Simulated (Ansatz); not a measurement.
## FePt (space group P4/mmm, No. 123; ferromagnetic)

```yaml
crystal:
  lattice:
    - [2.73006, 0.00000, 0.00000]
    - [0.00000, 2.73006, 0.00000]
    - [0.00000, 0.00000, 3.76390]
  atoms:
    - { symbol: Fe, position: [0.50000, 0.50000, 0.50000] }
    - { symbol: Pt, position: [0.00000, 0.00000, 0.00000] }
```

Calculations: PBE, PAW, 420 eV (Ansatz, a program for electronic structure; scalar-relativistic without spin-orbit coupling). Γ-centred 17×17×12 mesh, Fermi–Dirac width 0.05 eV.

- Volume per atom: 14.03 Å³
- Density: 14.85 g/cm³
- Band gap: zero
- Magnetic state: ferromagnetic
- Total energy: -8501.980 eV/atom (σ→0; compares only within this code and set-up)

Other magnetic orders, which the real material may have, were not ruled out. No phonon test of stability was made.
